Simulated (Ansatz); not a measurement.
## WGe in the rock salt structure (space group Fm-3m, No. 225; a hypothetical phase, not in the database extracts checked)

```cif
data_GeW
_chemical_formula_sum 'Ge1 W1'
_space_group_name_H-M_alt 'P 1'
_space_group_IT_number 1
_cell_length_a 3.60459
_cell_length_b 3.60459
_cell_length_c 3.60459
_cell_angle_alpha 60.000
_cell_angle_beta 60.000
_cell_angle_gamma 60.000
loop_
_space_group_symop_operation_xyz
  'x, y, z'
loop_
_atom_site_label
_atom_site_type_symbol
_atom_site_fract_x
_atom_site_fract_y
_atom_site_fract_z
_atom_site_occupancy
Ge1 Ge 0.00000 0.00000 0.00000 1
W1 W 0.50000 0.50000 0.50000 1
```

All numbers come from Ansatz (a program for electronic structure), PBEsol, PAW, cutoff 420 eV, no spin-orbit coupling. Γ-centred 16×16×16 mesh, Fermi–Dirac width 0.05 eV.

| Item | Result |
|---|---|
| Volume per atom | 16.56 Å³ |
| Density | 12.86 g/cm³ |
| Band gap | zero |
| Total energy | -7254.200 eV/atom (σ→0; compares only within this code and set-up) |

Whether these cells are dynamically stable was not tested. The final runs are not spin-polarised. WGe has a high density of states at the Fermi level and may be magnetic at this level.
